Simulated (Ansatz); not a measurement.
A working Ansatz (an electronic-structure program) input for MnBr₂ (P-3m1, 3 atoms in the cell) (DFT, r2SCAN, plane waves, default PAW files made with PBE):

Ansatz 0.2 input:
```yaml
# MnBr2
crystal:
  lattice:
    - [3.820000, 0.000000, 0.000000]
    - [-1.910000, 3.308217, 0.000000]
    - [0.000000, 0.000000, 6.190000]
  atoms:
    - { symbol: Mn, position: [0.000000, 0.000000, 0.000000], spin: 4.0 }
    - { symbol: Br, position: [0.333333, 0.666667, 0.250000] }
    - { symbol: Br, position: [0.666667, 0.333333, 0.750000] }
basis:
  ecutwfc: 36.7 Ry
kpoints:
  mp_grid:
    grid: [7, 7, 4]
hamiltonian:
  xc: r2scan
  pseudopotentials:
    kind: paw
magnetization:
  spin_polarized: true
scf:
  occupations:
    method: methfessel_paxton
    width: 0.0037 Ry
output:
  forces: true
  eigenvalues: true
  stress: true
```

The run converged in 16 iterations: free energy E − TS (on the zero of these files) -9493.3982 eV; top of the valence band (on the code's own zero) 4.74 eV; gap on the k-point mesh 2.53 eV; pressure 0.59 GPa; largest force (vector length) 0.236 eV/Å; size of the cell's spin moment 5.00 μB. Each of these slips is then made, one at a time:

(1)
```diff
+  max_iter: 3
```

(2)
```diff
-  atoms:
+ atoms:
```

Predict the outcome of each change.


(1) An iteration limit that is too low. The run ended unconverged after 3 iterations.
```
did not converge after 3 iterations: dr2 = 2.40e0 (threshold 1.00e-7), under the density mixer `broyden`, which `scf.mixing.algorithm: auto` chose by the deck's other keys (type `scf.mixing.algorithm: broyden` to keep it); raise `scf.max_iter`, which need not help a stalled SCF, or adjust the mixing (`scf.mixing`) or, under a smearing, its width (` [...]
```

(2) Broken indentation. The program stopped before any SCF iteration.
```
Error: YAML parse error: error: line 3 column 3: crystal: missing field `atoms` (a structure is typed as `lattice` and `atoms`, a molecule's as `atoms` in Å alone, or read from a run's directory, `checkpoint`)
 --> <input>:3:3
  |
1 | # MnBr2
2 | crystal:
3 |   lattice:
  |   ^ crystal: missing field `atoms` (a structure is typed as `lattice` and ` [...]
```

The starting cell comes from a database of published, mostly measured structures (it also holds non-ambient and calculated ones), without a prior relaxation at this level. With one magnetic atom in the cell only a parallel order is possible. Ansatz's pressure includes its estimate of the finite-basis (Pulay) stress. The cutoff lies below the one recommended for these files.

Left out of this page: 1 run of the series stopped by limits of time or memory; 2 runs of the series with a known weakness of the program; 1 run of the series outside the window shown, repeating another row's setting, or not comparable.
